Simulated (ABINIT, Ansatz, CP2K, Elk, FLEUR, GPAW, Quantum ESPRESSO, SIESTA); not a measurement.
# One structure in several programs: SrO (Fm-3m, 2 atoms in the cell)

Self-consistent single point.

```yaml
crystal:
  lattice:
    - [0.00000, 2.58000, 2.58000]
    - [2.58000, 0.00000, 2.58000]
    - [2.58000, 2.58000, 0.00000]
  atoms:
    - { symbol: Sr, position: [0.00000, 0.00000, 0.00000] }
    - { symbol: O, position: [0.50000, 0.50000, 0.50000] }
```

Shared settings, as Ansatz (a quantum-chemistry and plane-wave program) writes them: kpoints.mp_grid.grid = 8 8 8; scf.occupations.method = fermi_dirac; scf.occupations.width = 0.05 eV. Potentials and cutoffs stand in the table.

```tsv
code	model	pressure (GPa)	gap on the mesh (eV)	cutoff
FLEUR	LDA (Perdew-Zunger), all-electron FLAPW (FLEUR), scalar-relativistic valence	–	3.167	Kmax 3.8 1/bohr
SIESTA	LDA PW92, numerical atomic orbitals DZP, PseudoDojo LDA standard norm-conserving potentials (rewritten from UPF to PSML)	-1.90	2.901	grid 350 Ry
CP2K	LDA (Pade form), GPW, DZVP-MOLOPT-SR-GTH basis, GTH-PADE potentials (GTH_POTENTIALS)	-4.10	3.268	grid 500 Ry
ABINIT	LDA (PW92), norm-conserving pseudopotentials (PseudoDojo nc-sr-04 LDA standard)	-5.36	3.173	84 Ry
Elk	LDA (PW92), all-electron FP-LAPW, Elk's shipped species files, LAPW+lo basis	–	3.143	rgkmax 8
GPAW	LDA (Perdew-Wang 92), GPAW PAW datasets LDA (gpaw-data 1.0.1)	–	3.210	950 eV
Quantum ESPRESSO	LDA (PZ), GBRV 1.5 ultrasoft (LDA) pseudopotentials	-5.09	3.169	40 Ry
Ansatz	LDA (PW92), default PAW files made with PBE	-5.67	3.164	default
```

A dash marks a value that a program does not give, or that is left out as unsure.

Gaps are read on the mesh.

The spread over the programs that give each value: pressure within 3.77 GPa; gap on the mesh within 0.367 eV.

SIESTA and CP2K use small atom-centred bases, whose incompleteness enters pressures, forces and empty levels differently from a plane-wave cutoff. FLEUR and Elk treat all electrons, but the usual bases taken here (sphere radii, linearisation, local orbitals, empty states) were not tested for convergence, so the values are no reference for the others. Ansatz's pressure is given at a fixed set of plane waves, as the other plane-wave codes print theirs; with its correction for the finite basis it is -5.16 GPa (the shift of 0.50 GPa shows how far the cutoff is from converged). The pressure of GPAW is left out: its cutoff lies under the one at which its stress was checked. The same LDA comes in different parametrisations, which differ slightly. In the pressure, SIESTA (by 3.46) and CP2K (by 1.26) lie more than 1 GPa from the median of the plane-wave programs. In the gap, SIESTA (by 0.270) lies more than 0.12 eV from the median of the plane-wave programs.

The starting cell has typed, rounded lattice constants, without a prior relaxation at this level.

Keys are those of Ansatz 0.2.
